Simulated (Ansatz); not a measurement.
Response to strain in W

Base system: W in the bcc (W type) structure (space group Im-3m, No. 229; a = 3.169 Å; relaxed with 0.1 eV smearing). Axes: x, y, z lie along the cube axes.

Strains are applied to the cell and any free atomic positions relax; under biaxial strain the out-of-plane vector relaxes too.

Method: Ansatz (a program for electronic structure) r2SCAN, spin-orbit coupling left out.

Candidates:
(a) biaxial strain +2.50 %, plane normal [001], relaxed out of plane
(b) biaxial strain +3.00 %, plane normal [001], relaxed out of plane
(c) biaxial strain +1.00 %, plane normal [001], relaxed out of plane

### Question
Order them by out-of-plane strain, highest first.

### Answer
(c) biaxial strain +1.00 %, plane normal [001], relaxed out of plane (-0.72 %), (a) biaxial strain +2.50 %, plane normal [001], relaxed out of plane (-1.74 %), (b) biaxial strain +3.00 %, plane normal [001], relaxed out of plane (-2.06 %)

Whether these cells are dynamically stable was not tested. The final runs are not spin-polarised.
